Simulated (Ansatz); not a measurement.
The parent structure is BN in the wurtzite structure (space group P6_3mc, No. 186; a = 2.5232 Å, c = 4.1751 Å). Axes: x lies along a and z along c of the hexagonal cell.

Computed with LDA, PAW, 420 eV (Ansatz, an electronic-structure program; no SOC).

Now apply this change: biaxial strain −3.00 %, plane normal [001], relaxed out of plane (Cartesian); in-plane vectors clamped, the third vector and the atoms free.

Task: Predict the new out-of-plane strain.

Result: The out-of-plane strain comes out as +0.36 %.

Stability against distortions was not tested.
